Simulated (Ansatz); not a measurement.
**HfB2 under a change: pressure 9 GPa**

Take HfB2 (space group P6/mmm, No. 191; a = 3.128 Å, c = 3.445 Å) as the base.

Modification: cell and atoms relaxed at a pressure of 9 GPa.

All numbers come from Kohn–Sham DFT with the PBEsol functional, run in Ansatz (a program for electronic structure) with PAW and 420 eV plane waves, no spin-orbit coupling. Settings: 17×17×14 k-points, 0.05 eV Fermi–Dirac smearing.

| quantity | base | changed | shift |
|---|---|---|---|
| volume per atom | 9.73 Å³ | 9.42 Å³ | -0.31 Å³ |
| density | 11.38 g/cm³ | 11.76 g/cm³ | +0.38 g/cm³ |
| lattice parameter a | 3.128 Å | 3.097 Å | -0.031 Å |
| c/a ratio | 1.101 | 1.099 | -0.0027 |
| shortest interatomic distance | 1.806 Å | 1.788 Å | -0.018 Å |
| enthalpy H = E + PV relative to the base's energy | – | +0.54 eV/atom | – |
| band gap | zero | zero | – |

Final structure:

```
HfB2
1.0
    3.09686     0.00000     0.00000
   -1.54843     2.68196     0.00000
    0.00000     0.00000     3.40274
Hf B
1 2
Direct
  0.00000   0.00000   0.00000
  0.66667   0.33333   0.50000
  0.33333   0.66667   0.50000
```

Load acts through the strain it causes; cell and atoms are relaxed under it. Whether these cells are dynamically stable was not tested. Competing high-pressure phases were not computed. All final runs are without spin polarisation.
